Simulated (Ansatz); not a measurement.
**rock-salt TiN (1 1 1) on 4H silicon carbide (1 0 0) (film strained to the substrate, faces as cut)**

A periodic stack without vacuum, rock-salt TiN (1 1 1) on 4H silicon carbide (1 0 0) (film strained to the substrate, faces as cut): substrate slab Si18C18, film N16Ti16, surface cells [[0, 1], [-1, 0]] and [[-2, 4], [-1, 0]], film strained by -2.6 and +3.0 %, faces CSi/CSi and N/Ti as cut (like faces can put a slab off its formula).

The start was prepared with a machine-learned potential, and the result is one local minimum, with the in-plane cell held and forces under 0.04 eV/Å; the film can end far from its bulk form.

Computed with PBE (plane waves to 420 eV, PAW; Ansatz, a first-principles code). No spin–orbit coupling; the runs are not spin-polarised; PBE gaps are too small against experiment. Its k-point mesh 3×8×1, Fermi–Dirac width 0.05 eV.

| Item | Value |
|---|---|
| interface area | 31.3 Å² |
| period | 22.57 Å |
| gaps between the outermost planes at the two interfaces | 1.01 and 1.39 Å |
| Si–Ti contacts across the interfaces within 1.22 times the sum of covalent radii | 11, mean 2.89 Å |
| C–Ti contacts across the interfaces within 1.22 times the sum of covalent radii | 5, mean 2.38 Å |
| N–Si contacts across the interfaces within 1.22 times the sum of covalent radii | 3, mean 1.83 Å |
| C–N contacts across the interfaces within 1.22 times the sum of covalent radii | 1, mean 1.32 Å |

```yaml
crystal:
  lattice:
    - [10.12721, -0.00033, 0.31442]
    - [-0.00020, 3.09406, 0.01715]
    - [2.44386, -0.12707, 22.66067]
  atoms:
    - { symbol: Si, position: [0.50148, 0.95170, 0.10784] }
    - { symbol: Si, position: [0.99865, 0.95164, 0.10195] }
    - { symbol: Si, position: [0.76135, 0.45163, 0.06663] }
    - { symbol: Si, position: [0.28200, 0.95181, 0.04267] }
    - { symbol: C, position: [0.68805, 0.95164, 0.10821] }
    - { symbol: C, position: [0.18192, 0.95174, 0.11540] }
    - { symbol: C, position: [0.95552, 0.45162, 0.05922] }
    - { symbol: C, position: [0.46396, 0.95188, 0.02943] }
    - { symbol: Si, position: [0.46347, 0.45173, 0.22752] }
    - { symbol: Si, position: [0.96326, 0.45167, 0.22470] }
    - { symbol: Si, position: [0.72640, 0.95166, 0.18715] }
    - { symbol: Si, position: [0.23679, 0.45173, 0.15287] }
    - { symbol: C, position: [0.65088, 0.45169, 0.22695] }
    - { symbol: C, position: [0.14898, 0.45172, 0.23050] }
    - { symbol: C, position: [0.91453, 0.95165, 0.18389] }
    - { symbol: C, position: [0.42594, 0.45174, 0.14820] }
    - { symbol: Si, position: [0.42557, 0.95175, 0.34649] }
    - { symbol: Si, position: [0.92671, 0.95171, 0.34405] }
    - { symbol: Si, position: [0.68863, 0.45171, 0.30597] }
    - { symbol: Si, position: [0.20000, 0.95173, 0.26954] }
    - { symbol: C, position: [0.61344, 0.95172, 0.34583] }
    - { symbol: C, position: [0.11259, 0.95174, 0.34847] }
    - { symbol: C, position: [0.87703, 0.45170, 0.30427] }
    - { symbol: C, position: [0.38878, 0.95175, 0.26708] }
    - { symbol: Si, position: [0.38461, 0.45177, 0.46692] }
    - { symbol: Si, position: [0.89494, 0.45174, 0.46135] }
    - { symbol: Si, position: [0.65073, 0.95173, 0.42468] }
    - { symbol: Si, position: [0.16418, 0.45175, 0.38820] }
    - { symbol: C, position: [0.57280, 0.45175, 0.46440] }
    - { symbol: C, position: [0.07519, 0.45176, 0.46808] }
    - { symbol: C, position: [0.83939, 0.95173, 0.42297] }
    - { symbol: C, position: [0.35209, 0.45177, 0.38555] }
    - { symbol: Si, position: [0.61670, 0.45172, 0.53988] }
    - { symbol: Si, position: [0.12659, 0.95176, 0.50769] }
    - { symbol: C, position: [0.79967, 0.45169, 0.53670] }
    - { symbol: C, position: [0.30941, 0.95180, 0.49926] }
    - { symbol: N, position: [0.34152, 0.45177, 0.59440] }
    - { symbol: N, position: [0.83327, 0.45173, 0.59078] }
    - { symbol: N, position: [0.07474, 0.95171, 0.58549] }
    - { symbol: N, position: [0.58617, 0.95174, 0.58475] }
    - { symbol: N, position: [0.13549, 0.45170, 0.69306] }
    - { symbol: N, position: [0.63097, 0.45174, 0.69692] }
    - { symbol: N, position: [0.88575, 0.95173, 0.69441] }
    - { symbol: N, position: [0.37952, 0.95174, 0.69611] }
    - { symbol: N, position: [0.93694, 0.45173, 0.80312] }
    - { symbol: N, position: [0.43422, 0.45175, 0.80401] }
    - { symbol: N, position: [0.68619, 0.95174, 0.80502] }
    - { symbol: N, position: [0.18353, 0.95174, 0.80295] }
    - { symbol: N, position: [0.73447, 0.45175, 0.91413] }
    - { symbol: N, position: [0.23663, 0.45179, 0.91330] }
    - { symbol: N, position: [0.49155, 0.95173, 0.91038] }
    - { symbol: N, position: [0.98196, 0.95176, 0.91411] }
    - { symbol: Ti, position: [0.24442, 0.95182, 0.62203] }
    - { symbol: Ti, position: [0.73130, 0.95167, 0.64770] }
    - { symbol: Ti, position: [0.98454, 0.45176, 0.63776] }
    - { symbol: Ti, position: [0.47456, 0.45178, 0.64554] }
    - { symbol: Ti, position: [0.03326, 0.95164, 0.74620] }
    - { symbol: Ti, position: [0.53762, 0.95180, 0.75057] }
    - { symbol: Ti, position: [0.78693, 0.45174, 0.74888] }
    - { symbol: Ti, position: [0.28147, 0.45171, 0.74696] }
    - { symbol: Ti, position: [0.83491, 0.95175, 0.85985] }
    - { symbol: Ti, position: [0.33410, 0.95172, 0.85805] }
    - { symbol: Ti, position: [0.58687, 0.45168, 0.85912] }
    - { symbol: Ti, position: [0.08371, 0.45173, 0.85821] }
    - { symbol: Ti, position: [0.63882, 0.95179, 0.96774] }
    - { symbol: Ti, position: [0.13910, 0.95182, 0.96092] }
    - { symbol: Ti, position: [0.39632, 0.45180, 0.96437] }
    - { symbol: Ti, position: [0.89064, 0.45180, 0.96251] }
```
